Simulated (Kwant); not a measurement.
Model system: wire with a row of barriers in a InSb two-dimensional gas. Effective mass 0.014 mₑ, grid spacing 8.3 nm, hard walls, nominal width 200 nm (25 grid rows, so walls 215.8 nm apart), one parabolic valley, scattering region 830 nm long along x; energies count from the band bottom; Fermi energy swept from 0.00053719 to 0.0063791 eV. 2 barrier(s) across the wire, height 0.043 eV, thickness 16.6 nm (about 2 grid columns), spaced by 49.8 nm.

The device is made up for the run: typed textbook-type constants, with dimensions and the other settings drawn at random.

Kwant, effective-mass tight-binding model on a square grid, one spin, coherent transport at 0 K. Conductance is in e²/h.

Density of the scattering states that come in from the left lead, at energy = 0.0034765 eV, in bins, relative to the largest site value (x marks bins outside the device):

```
|10000001100000011000000000000000000000000000|
|32100133311001233210000000000000000000000000|
|53200246531112355420000000000000000000000000|
|65200368632113567620000000000000000000000000|
|76310479742123578730000000000000000000000000|
|76410489842234579730000000000000000000000000|
|76410489732234578730000000000000000000000000|
|66410378632343457730000000000000000000000000|
|45410367422343236630000000000000000000000000|
|35410256311343124530000000000000000000000000|
|24410244201342003420000000000000000000000000|
|24410245201342013420000000000000000000000000|
|35410256311343124530000000000000000000000000|
|45410367422343236630000000000000000000000000|
|66410378632343457730000000000000000000000000|
|76410489732234578730000000000000000000000000|
|76410489842234579730000000000000000000000000|
|76310479742123578730000000000000000000000000|
|65200368632113567620000000000000000000000000|
|53200246531112355420000000000000000000000000|
|32100133311001233210000000000000000000000000|
|10000001100000011000000000000000000000000000|
```
Scale: ten equal steps from 0.000 (start of '0') to 0.995 (end of '9'), in the order '0123456789'; x runs from -397 to 397, y from -95.1 (bottom) to 95.1 (top).

The conductance there is 0.00031 e²/h with 2 open channel(s) in the leads.
